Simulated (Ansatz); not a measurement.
Troubleshooting Ansatz (a quantum-chemistry and plane-wave program): a failed run on Lu₂CdS₄ (Fd-3m, 14 atoms in the cell). The aim is a self-consistent single point with DFT, PBEsol, plane waves, default PAW files made with PBE.

Cell that was meant: a = 7.7393 Å, b = 7.7393 Å, c = 7.7393 Å, α = 60.00°, β = 60.00°, γ = 60.00°.

Part of the input:

Ansatz 0.2 input:
```yaml
  xc: pbesol
  pseudopotentials: { kind: paw }
scf:
  occupations: { method: smearing, width: 0.1 }
output:
  forces: true
  eigenvalues: true
```

Output, abridged:

```
Error: YAML parse error: error: line 27 column 26: unknown occupation method `smearing` (expected fermi_dirac | gaussian | methfessel_paxton | cold | fixed | tetrahedron | tetrahedron_uncorrected | explicit)
  --> <input>:27:26
   |
25 |   pseudopotentials: { kind: paw }
26 | scf:
27 |   occupations: { method: smearing, width: 0.1 }
   |                          ^ unknown occupation method `smearing` (expected fermi_dirac | gaussian | methfessel_paxton | cold | fixed | tetrahedron | [...]
28 | output:
29 |   forces: true
   |
```

Read the log: what does the program object to, and what is the fix?

The fault is a value that the program does not know. The key takes a closed list of words, and names differ between codes. To fix it, use one of the words that the key accepts. The program stopped before any SCF iteration.

The sound input it was made from differs as follows (other fixes are possible):
```diff
-  occupations: { method: smearing, width: 0.1 }
+  occupations: { method: methfessel_paxton, width: 0.1 }
```

With that input, the run converged in 9 iterations: free energy E − TS (on the zero of these files) -81915.9415 eV; gap on the k-point mesh 0.88 eV; pressure -0.59 GPa; largest force (vector length) 1.402 eV/Å (DFT, PBEsol, plane waves, default PAW files made with PBE).

On the sound input: the starting cell comes from a database of published, mostly measured structures (it also holds non-ambient and calculated ones), without a prior relaxation at this level. Spin-orbit coupling is off. Forces in this geometry exceed 1 eV/Å. Ansatz's pressure includes its estimate of the finite-basis (Pulay) stress.
